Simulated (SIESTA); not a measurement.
SIESTA 5.4.2, DFT, PBE, numerical atomic orbitals DZP, PseudoDojo PBE standard norm-conserving (rewritten from UPF to PSML): GaAs (from the phase in space group 216, mp-2534), 2 atoms. Basis and mesh were picked for this test and aren't claimed converged.

```yaml
cell: 4.07, 4.07, 4.07 Å; 60, 60, 60°
task: scf
k mesh: 6×6×6
PAO.BasisSize: DZP
PAO.EnergyShift: 0.01 Ry
MeshCutoff: 300 Ry
ElectronicTemperature: 300 K
MaxSCFIterations: 200
SCF.DM.Tolerance: 0.0001
Diag.ParallelOverK: true
SolutionMethod: diagon (default)
Diag.Algorithm: Divide-and-Conquer (default)
SCF.H.Tolerance: 0.001 eV (default)
k-points: 132
basis_orbitals: 36
electrons: 28
real_space_mesh: 36×36×36
```

Settings of this run: SCF.Mixer.Method = linear, SCF.Mixer.Weight = 0.25, SCF.Mixer.History = 6, SCF.Mix = Hamiltonian, SCF.Mixer.Restart = 0; 2 ranks.

```tsv
iteration	FreeEng (eV)	dDmax	dHmax (eV)
1	-4965.509208	0.987000	3.661959
2	-4965.626908	0.040893	2.182361
3	-4965.660738	0.028003	1.342143
4	-4965.671920	0.018861	0.846896
5	-4965.676129	0.012665	0.545207
6	-4965.677871	0.008511	0.356297
7	-4965.678635	0.005726	0.235391
8	-4965.678982	0.003855	0.156708
9	-4965.679143	0.002596	0.104874
10	-4965.679218	0.001747	0.070428
11	-4965.679253	0.001175	0.048789
12	-4965.679270	0.000789	0.034308
13	-4965.679278	0.000529	0.024126
14	-4965.679282	0.000354	0.016977
15	-4965.679283	0.000237	0.011960
16	-4965.679284	0.000162	0.008438
17	-4965.679285	0.000115	0.005962
18	-4965.679285	0.000083	0.004220
19	-4965.679285	0.000059	0.002993
20	-4965.679285	0.000042	0.002126
21	-4965.679285	0.000030	0.001513
22	-4965.679285	0.000022	0.001079
23	-4965.679285	0.000016	0.000771
```

It converged after 23 SCF iterations.

### Question
The cycle is slow. Which setting should be changed?

### Answer
This is not unique; one that fits is SCF.Mixer.Method = Pulay (7 SCF iterations) or SCF.Mixer.Method = Broyden (8 SCF iterations), all else kept. The first change moves the result by: energy equal as printed, pressure equal as printed. Counts are of single runs.
